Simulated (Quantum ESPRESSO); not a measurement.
Quantum ESPRESSO run on Fe₃Ge (Fm-3m, 4 atoms in the cell): self-consistent single point.

Method of the run: PBEsol, PSlibrary ultrasoft (PBE) pseudopotentials (plane waves; Quantum ESPRESSO).

```yaml
crystal:
  lattice:
    - [0.00000, 2.81347, 2.81347]
    - [2.81347, 0.00000, 2.81347]
    - [2.81347, 2.81347, 0.00000]
  atoms:
    - { symbol: Fe, position: [0.50000, 0.50000, 0.50000], spin: 4.0 }
    - { symbol: Fe, position: [0.25000, 0.25000, 0.25000], spin: 4.0 }
    - { symbol: Fe, position: [0.75000, 0.75000, 0.75000], spin: 4.0 }
    - { symbol: Ge, position: [0.00000, 0.00000, 0.00000] }
```
(The spins are starting values, not results.)

Reference input (self-consistent single point, DFT, PBEsol, plane waves, PSlibrary ultrasoft (PBE) pseudopotentials): ecutwfc = 55 Ry; ecutrho = 330 Ry; occupations = smearing; smearing = fermi-dirac; degauss = 0.0099958 Ry; nspin = 2; input_dft = pbesol; potentials = {Fe: Fe.pbe-n-rrkjus_psl.1.0.0.UPF, Ge: Ge.pbe-n-rrkjus_psl.1.0.0.UPF}; K_POINTS = automatic 9 9 9 0 0 0; conv_thr = 1e-11 Ry; mixing_beta = 0.2. This run's input differs from it in these lines:

```diff
@@ -37,3 +37,3 @@
 K_POINTS {automatic}
-9 9 9  0 0 0
+5 5 5  0 0 0
```

Output, abridged:

```
     Self-consistent Calculation

     iteration #  1     ecut=    55.00 Ry     beta= 0.20

     Threshold (ethr) on eigenvalues was too large:
     Diagonalizing with lowered threshold

     total energy              =    -194.45244858 Ry
     estimated scf accuracy    <       0.25900443 Ry

     total magnetization       =     6.49 Bohr mag/cell
     absolute magnetization    =     6.67 Bohr mag/cell

     iteration #  2     ecut=    55.00 Ry     beta= 0.20

     total energy              =    -194.49365661 Ry
     estimated scf accuracy    <       0.11192416 Ry

     total magnetization       =     6.32 Bohr mag/cell
   [... lines left out ...]

     iteration # 38     ecut=    55.00 Ry     beta= 0.20

     total energy              =    -194.57411843 Ry
     estimated scf accuracy    <          4.1E-11 Ry

     total magnetization       =     4.96 Bohr mag/cell
     absolute magnetization    =     5.25 Bohr mag/cell

     iteration # 39     ecut=    55.00 Ry     beta= 0.20

     Magnetic moment per site  (integrated on atomic sphere of radius R)
     atom   1 (R=0.253)  charge=  6.4184  magn=  2.5261
     atom   2 (R=0.253)  charge=  6.5273  magn=  1.2570
     atom   3 (R=0.253)  charge=  6.5273  magn=  1.2570
     atom   4 (R=0.253)  charge=  1.9781  magn= -0.0348
     End of self-consistent calculation

     the Fermi energy is    14.0912 ev

!    total energy              =    -194.57411843 Ry
     estimated scf accuracy    <          7.1E-12 Ry
     smearing contrib. (-TS)   =      -0.01511032 Ry
     internal energy E=F+TS    =    -194.55900812 Ry

     total magnetization       =     4.96 Bohr mag/cell
     absolute magnetization    =     5.25 Bohr mag/cell

     convergence has been achieved in  39 iterations

     Forces acting on atoms (cartesian axes, Ry/au):

     atom    1 type  1   force =    -0.00000000    0.00000000   -0.00000000
   [... zero for the other atoms too ...]

     Total force =     0.000000     Total SCF correction =     0.000000

          total   stress  (Ry/bohr**3)                   (kbar)     P=       24.63
   0.00016743  -0.00000000  -0.00000000           24.63       -0.00       -0.00
  -0.00000000   0.00016743  -0.00000000           -0.00       24.63       -0.00
  -0.00000000  -0.00000000   0.00016743           -0.00       -0.00       24.63

   JOB DONE.
```

The run converged in 39 iterations. Against the reference run the free energy goes up by 2.4 meV/atom, the pressure goes from 2.32 to 2.46 GPa and the size of the net moment hardly changes (1.23 to 1.24 μB/atom).

The starting cell comes from a database of computed structures (which also holds hypothetical and non-ambient phases and stackings), without a prior relaxation at this level. Its lattice was rescaled by a random factor within 2.5 % of one. The magnetic order is the one reached from the typed start; others were not searched systematically.

Cost on one core of a shared machine: roughly 70 s.
